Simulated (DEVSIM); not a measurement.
Structure: Ru/Al2O3/p-Ge capacitor, at 300 K.

| layer (left to right) | material | thickness (nm) | Na (cm⁻³) |
|---|---|---|---|
| 1 | Al2O3 | 5.60 | - |
| 2 | Ge | 1100 | 3.1e16 |

Metal gate on the left, work function 4.7 eV. Fixed charge at the semiconductor interface 1.3e10 cm⁻² (in units of +e); no interface traps.

This is a model device: material constants are rounded textbook-type values typed into the input, and sizes, dopings and lifetimes were drawn at random. Values at 300 K.

```tsv
parameter	Al2O3	Ge
gap (eV)	6.8	0.664
affinity (eV)	1.35	4
permittivity	9	16
Nc (cm⁻³)	-	1.04e19
Nv (cm⁻³)	-	6e18
```

DEVSIM, 1D Poisson equation in equilibrium, Boltzmann statistics, complete ionisation; no quantum confinement or tunnelling. Metal contacts follow the ideal Schottky-Mott rule: no Fermi-level pinning, no interface dipoles.

**Question.** Tabulate band edges, carrier densities and field at 0.55 V on the gate.

**Answer.** Energies count from the Fermi level of the right contact; mesh points crowd at the junctions.

```tsv
x (μm)	Ec (eV)	Ev (eV)	n (cm⁻³)	p (cm⁻³)	field (V/cm)
0.000	2.800	-4.000	< 1e2	< 1e2	80000
0.0009690	2.808	-3.992	< 1e2	< 1e2	80000
0.002401	2.819	-3.981	< 1e2	< 1e2	80000
0.003955	2.832	-3.968	< 1e2	< 1e2	80000
0.005460	2.844	-3.956	< 1e2	< 1e2	80000
0.006435	0.199	-0.465	4.7e15	9.2e10	46000
0.008367	0.208	-0.456	3.4e15	1.3e11	46000
0.01391	0.233	-0.431	1.3e15	3.4e11	44000
0.02306	0.271	-0.393	2.9e14	1.5e12	40000
0.04108	0.338	-0.326	2.2e13	2.0e13	34000
0.07412	0.431	-0.233	6.0e11	7.3e14	22000
0.1781	0.524	-0.140	1.6e10	2.7e16	1400
0.3461	0.528	-0.136	1.4e10	3.1e16	≈ 0
0.6414	0.528	-0.136	1.4e10	3.1e16	≈ 0
0.9136	0.528	-0.136	1.4e10	3.1e16	≈ 0
1.009	0.528	-0.136	1.4e10	3.1e16	≈ 0
1.057	0.528	-0.136	1.4e10	3.1e16	≈ 0
1.081	0.528	-0.136	1.4e10	3.1e16	≈ 0
1.096	0.528	-0.136	1.4e10	3.1e16	≈ 0
1.101	0.528	-0.136	1.4e10	3.1e16	≈ 0
1.104	0.528	-0.136	1.4e10	3.1e16	≈ 0
1.106	0.528	-0.136	1.4e10	3.1e16	≈ 0
```
